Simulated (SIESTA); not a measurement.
**Convergence test for Mg7SiN6 (Ibam, 28 atoms in the cell)**

```xyz
28
Lattice="-2.6910 5.0383 5.6379 2.6910 -5.0383 5.6379 2.6910 5.0383 -5.6379" Properties=species:S:1:pos:R:3 pbc="T T T"
Mg     1.1768     4.6140     5.6379
Mg     1.5142     0.4243     0.0000
Mg     1.1768     5.4627     0.0000
Mg     1.5142    -0.4243     5.6379
Mg     2.1250     2.7318     1.3529
Mg     0.5660     2.3065     4.2850
Mg     0.5660     2.3065     6.9908
Mg     2.1250     2.7318    -1.3529
Mg     2.1250    -2.7318     4.2850
Mg     0.5660     7.7701     1.3529
Mg     3.2570     2.7318     4.2850
Mg    -0.5660     2.3065     1.3529
Mg     0.0000     5.0383     2.8190
Mg     2.6910     0.0000     2.8190
Si     0.0000     0.0000     8.4569
Si     0.0000     0.0000     2.8190
N      1.6485     3.9783     3.6987
N      1.0426     1.0601     1.9392
N     -1.6485     6.0984     3.6987
N      4.3395    -1.0601     1.9392
N      1.6485     6.0984     1.9392
N      1.0426    -1.0601     3.6987
N      1.0426    -1.0601     7.5771
N      1.6485     6.0984    -1.9392
N      0.6951     3.4718     0.0000
N      1.9959     1.5665     5.6379
N      3.3862     1.5665     0.0000
N     -0.6951     3.4718     5.6379
```

Method of the run: GGA PBEsol, numerical atomic orbitals TZP, PseudoDojo PBEsol standard norm-conserving potentials (rewritten from UPF to PSML) (SIESTA).

The starting cell comes from a database of computed structures (which also holds hypothetical and non-ambient phases and stackings), without a prior relaxation at this level. Its lattice was rescaled by a random factor within 2.5 % of one. Values carry the incompleteness of an atom-centred basis. In the base run, with a pressure of about 8 GPa the cell is away from its equilibrium volume at this level.

Held fixed: XC.functional = GGA; XC.authors = PBEsol; potentials = PseudoDojo PBEsol standard; PAO.BasisSize = TZP; PAO.EnergyShift = 0.01 Ry; MeshCutoff = 350 Ry; OccupationFunction = MP; OccupationMPOrder = 0; ElectronicTemperature = 10 meV; MaxSCFIterations = 150; SCF.Mixer.Method = Broyden; SCF.Mixer.Weight = 0.1; SCF.Mixer.History = 8; SCF.DM.Tolerance = 1.0E-04.

ΔF is the free energy per atom less that of the last row (8 8 8).

The series runs over kgrid.MonkhorstPack = 1 1 1; 2 2 2; 3 3 3; 4 4 4; 5 5 5; 6 6 6; 7 7 7; 8 8 8.

Problem. From which setting on does the gap on the mesh stay within 0.05 eV of the last one?

Solution. From kgrid.MonkhorstPack = 6 6 6 on; the one before it is off by 0.057 eV.

Problem. From which setting on does the largest force stay within 0.01 eV/Å of the last one?

Solution. From kgrid.MonkhorstPack = 2 2 2 on; the one before it is off by 0.066 eV/Å. The value it settles on is 0.733 eV/Å at this level of theory and with the other settings as held.

```tsv
kgrid.MonkhorstPack	ΔF (meV/atom)	pressure (GPa)	largest force (eV/Å)	gap on the mesh (eV)	k-points	iterations
1 1 1	-38.2	7.34	0.798	2.022	1	12
2 2 2	2.6	8.46	0.728	1.813	8	11
3 3 3	0.08	8.42	0.732	1.966	14	11
4 4 4	0.02	8.43	0.733	1.815	44	11
5 5 5	0.00	8.43	0.733	1.872	63	11
6 6 6	0.00	8.43	0.733	1.816	132	11
7 7 7	0.00	8.43	0.733	1.845	172	11
8 8 8	0.00	8.43	0.733	1.816	296	11
```

The gap is read on the k-point mesh of the run and can differ from the gap over the whole zone at this level.
